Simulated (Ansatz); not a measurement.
Start from an 8-atom supercell of Si in the diamond structure (space group Fd-3m, No. 227) at its relaxed geometry.

```
Si
1.0
   -5.43376     0.00000     0.00000
    0.00000     0.00000     5.43376
    0.00000     5.43376     0.00000
Si
8
Direct
  0.50000   0.50000   0.50000
  0.00000   0.50000   0.00000
  0.00000   0.00000   0.50000
  0.50000   0.00000   0.00000
  0.25000   0.75000   0.75000
  0.75000   0.75000   0.25000
  0.75000   0.25000   0.75000
  0.25000   0.25000   0.25000
```

Method: Ansatz (a program for electronic structure), PBEsol, PAW, cutoff 420 eV, without spin-orbit coupling.

Before the change:

| Item | Value |
|---|---|
| Mean distance from the defect site to its nearest host atoms | 4.45 bohr |
| Pressure | 0.0 GPa |

Perturbation: one Si atom is replaced by Mo, atoms relaxed at fixed cell, starting from a slightly rattled geometry.

Q: What happens to the largest displacement of a host atom from its site in the perfect cell, mean distance from the defect site to its nearest host atoms and pressure?

A: The largest displacement of a host atom from its site in the perfect cell is 0.05 Å; the mean distance from the defect site to its nearest host atoms grows by 0.06 bohr, from 4.45 bohr to 4.51 bohr; the pressure goes from zero to 2.3 GPa.

The magnetic state is the one reached from the starting moments; the real material's order can differ, and small cells can't hold many antiferromagnetic ones. In so small a cell the defect repeats every few ångströms: this is an ordered compound, not a dilute defect. A case with no gap was solved on a k-mesh chosen for an insulator, which is coarse for it. The defect cell is spin-polarised and ends with 0.6 μB, a fractional moment that hangs on the mesh and smearing.
